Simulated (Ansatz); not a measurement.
Mg_B+V_N in zinc-blende BN (start: the B site; N 1.57 Å away; 64-site cell, 2×2×2 shifted sampling). Method: PBE, PAW (plane waves to 420 eV; Ansatz, an electronic-structure program). Total energies of the localised charge states, counted from that of charge +1, and their image corrections (point charge with alignment); the host's valence-band maximum lies at 11.049 eV on the cells' energy zero and its gap is 4.46 eV.

```json
[
 {"charge": "+1", "moment (μB)": "1.0", "E − E(first) (eV)": "0.000", "correction (eV)": "0.195"},
 {"charge": "0", "moment (μB)": "not spin-polarised", "E − E(first) (eV)": "11.655", "correction (eV)": "0.000"}
]
```

Question: Derive the transition levels above the valence-band maximum and say which of them are thermodynamic.

Answer: A level is the Fermi energy at which two charges have equal formation energy: ε(q/q′) = [E(q′) + corr(q′) − E(q) − corr(q)] / (q − q′) − E_VBM.
ε(+1/0) = [(11.655 + 0.000) − (0.000 + 0.195)] / 1 − 11.049 = 0.41 eV
Thermodynamic levels at least 0.1 eV inside the gap: (+1/0) at 0.41 eV. They hold to tenths of an eV in this cell. Only the charges listed were compared. Charge +2 has its level within 0.1 eV of a band edge or past it. The geometries come from one start. Flagged in the runs: a strain field that reaches the edge of the cell.
